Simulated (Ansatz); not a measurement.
**InP, response to strain**

Base system: InP in the zinc blende structure (space group F-43m, No. 216; a = 5.878 Å). Axes: x, y, z lie along the cube axes.

Strains are applied to the cell and any free atomic positions relax; under biaxial strain the out-of-plane vector relaxes too.

All numbers come from DFT with PBEsol, PAW potentials and a 420 eV plane-wave cutoff in Ansatz (an electronic-structure program), spin-orbit coupling left out.

| biaxial strain, plane normal [111], relaxed out of plane (%) | band gap (eV) |
|---|---|
| 0 | 0.57 |
| 0.42 | 0.51 |
| 0.83 | ? |
| 1.25 | 0.39 |

Fit E_g = E₀ + Dε (ε in %) to the rows shown and predict the withheld row.

Least squares on the printed values gives E₀ = 0.57 eV, D = -144 meV per % of strain (largest residual 0.00 eV); this predicts 0.45 eV, and the run gives 0.45 eV, in agreement.

Whether these cells are dynamically stable was not tested.
